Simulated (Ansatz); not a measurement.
We consider HfB₂ (model structure, started from the MoSi2 type, I4/mmm, No. 139, 3 atoms in the cell), described by LDA (plane waves, PAW; Ansatz, a program for electronic structure).

Numerical settings: plane-wave cutoff 520 eV, 24×24×24 k mesh, Fermi–Dirac smearing 0.05 eV, scalar-relativistic PAW data made under PBE.

Cell (relaxed at this level):

```
CELL_PARAMETERS angstrom
     -1.67737     1.67737     3.08548
      1.67737    -1.67737     3.08548
      1.67737     1.67737    -3.08548
ATOMIC_POSITIONS crystal
  Hf 0.00000 0.00000 0.00000
  B  0.37504 0.37504 0.00000
  B  0.62496 0.62496 0.00000
```

Problem. Predict the bulk modulus B0.

Solution. 
- bulk modulus B0: 167 GPa

The run finds no gap.

Note: the bulk modulus is −V dP/dV from two relaxed cells at ±2 % in volume; the relaxation could raise the start's symmetry but not lower it, so the cell can be a saddle point.

Spin–orbit coupling is not included; it can open a gap where bands touch, and shift volumes and moduli.

The computed numbers hold no vibrational or temperature effects.

Cost on a shared machine: roughly 20 core-minutes.

A model structure was made by putting elements into a prototype or built by hand; it is no filed structure, need not be a known phase, and can be a saddle point held by its symmetry.
